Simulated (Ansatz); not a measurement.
The reference is PbSe in the rock salt structure (space group Fm-3m, No. 225).

```
CELL_PARAMETERS angstrom
      0.00000     3.02042     3.02042
      3.02042     0.00000     3.02042
      3.02042     3.02042     0.00000
ATOMIC_POSITIONS crystal
  Pb 0.00000 0.00000 0.00000
  Se 0.50000 0.50000 0.50000
```

Cartesian axes are those of the cell as printed.

Computed with LDA (Ansatz, a first-principles code; PAW; 420 eV plane waves; no spin-orbit coupling).

Base values:

The pressure is 0.0 GPa.

It is then changed as follows: uniaxial strain ε_zz = −1.00 %, all other strain components held at zero, atoms relaxed at fixed cell.

Question: Predict the new energy relative to the base and pressure.

Answer: The energy rises by 1.3 meV/atom; the pressure (mean of the normal stresses, compression positive) goes from zero to 0.6 GPa.

Stability against distortions was not tested. The final runs are not spin-polarised. Gaps under 0.05 eV, about the width of the smearing, are given as zero.
